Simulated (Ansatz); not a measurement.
Levels about the gap of amorphous Al₃₀O₃₃N₈ (71 atoms in a cell of 842 Å³, 2.86 g/cm³; zone centre alone, so wide bands show as single levels with stretches between that a denser mesh fills), at the geometry that PBE relaxed, where it gives 3.9 GPa on a denser mesh. The participation number counts the atoms over which a state spreads; weights are charges in smoothed Voronoi cells. The levels come from a single point, so bond lengths are those of that geometry. Method of the levels: PBE, scalar-relativistic without spin-orbit coupling (Ansatz, an electronic-structure program). Sampling: the zone centre alone; Fermi-Dirac width 0.02 eV; no spin polarisation. At PBE the levels at the filled edge of the gap are localised (band-tail or defect states), and the nearest spread-out levels lie 3.1 eV apart at the zone centre.

It comes from a melt-quench run on a machine-learned potential (CHGNet), relaxed afterwards by DFT. O and N atoms were pushed apart under 1.9 Å during the dynamics, to hinder bonds among them. The hot cell started wider than the set density and was brought back towards it in steps. It is the lowest in DFT energy of 2 quenches. It is a model cell: composition and starting density were chosen by hand, and all elements were melted together. No dispersion term was used. A short ab initio anneal came between quench and relaxation. Its density started from a set value of 2.86 and ended at 2.86 g/cm³. The quench (nominally 150 K/ps over its main leg) was far faster than any real one, so the model tends to hold more defects than a real film. Values belong to this one cell and scatter from quench to quench. The volume was held where the preparation left it, at a PBE pressure of 3.9 GPa. Stress components on the final sampling reach 7.7 GPa. Cycles of charging lowered its energy after that relaxation.

| E - E(highest filled), eV | filling | participation number | largest on | weight N | weight O | weight Al |
|---|---|---|---|---|---|---|
| -1.66 | filled | 10.7 | O, 2 neighbours | 0.26 | 0.65 | 0.09 |
| -1.63 | filled | 13.1 | N, 4 neighbours | 0.51 | 0.38 | 0.12 |
| -1.54 | filled | 9.6 | N, 4 neighbours | 0.53 | 0.35 | 0.12 |
| -1.38 | filled | 8.6 | O, 2 neighbours | 0.44 | 0.47 | 0.10 |
| -1.29 | filled | 6.5 | O, 2 neighbours | 0.42 | 0.48 | 0.10 |
| -1.10 | filled | 5.7 | N, 3 neighbours | 0.66 | 0.22 | 0.12 |
| 0.00 | filled | 3.1 | N, 3 neighbours | 0.79 | 0.10 | 0.10 |
| 1.59 | empty | 28.0 | Al, 4 neighbours | 0.08 | 0.47 | 0.45 |
| 3.04 | empty | 16.4 | Al, 4 neighbours | 0.07 | 0.45 | 0.48 |
| 3.76 | empty | 27.0 | Al, 4 neighbours | 0.19 | 0.36 | 0.46 |
| 3.86 | empty | 31.3 | Al, 4 neighbours | 0.10 | 0.46 | 0.44 |
| 4.07 | empty | 25.6 | Al, 4 neighbours | 0.10 | 0.47 | 0.44 |
| 4.19 | empty | 39.2 | Al, 4 neighbours | 0.10 | 0.51 | 0.39 |
| 4.53 | empty | 39.4 | Al, 4 neighbours | 0.12 | 0.46 | 0.42 |

Most localised among these is the filled level at +0.00 eV, on a N atom, which has 3 neighbours (Al 1.78 Å, Al 1.78 Å, Al 1.82 Å).
